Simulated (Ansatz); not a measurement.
Hypothetical CsCl type TiSb under a change: pressure −1 GPa

Base system: TiSb in the CsCl type structure (space group Pm-3m, No. 221; a = 3.4050 Å; a hypothetical phase, not in the database extracts checked).

Now apply this change: a negative pressure, −1 GPa.

The values are results of r2SCAN (Ansatz, a program for electronic structure), no spin-orbit coupling, not measurements. Settings: 14×14×14 k-points, 0.05 eV Fermi–Dirac smearing.

```json
[
 {"quantity": "volume per atom", "base": "19.74 Å³", "changed": "19.94 Å³", "shift": "+0.20 Å³"},
 {"quantity": "density", "base": "7.14 g/cm³", "changed": "7.06 g/cm³", "shift": "-0.072 g/cm³"},
 {"quantity": "shortest interatomic distance", "base": "2.949 Å", "changed": "2.959 Å", "shift": "+0.010 Å"},
 {"quantity": "band gap", "base": "zero", "changed": "zero", "shift": "–"}
]
```

Final structure:

```yaml
crystal:
  lattice:
    - [3.41649, 0.00000, 0.00000]
    - [0.00000, 3.41649, 0.00000]
    - [0.00000, 0.00000, 3.41649]
  atoms:
    - { symbol: Ti, position: [0.00000, 0.00000, 0.00000] }
    - { symbol: Sb, position: [0.50000, 0.50000, 0.50000] }
```

Cost of the whole job for the changed cell (relaxation, final SCF and bands): very roughly 30 core-seconds.

Load acts through the strain it causes; cell and atoms are relaxed under it. No phonon test of stability was made. All final runs are without spin polarisation. An odd electron count without spin: TiSb. TiSb has a high density of states at the Fermi level and may be magnetic at this level.
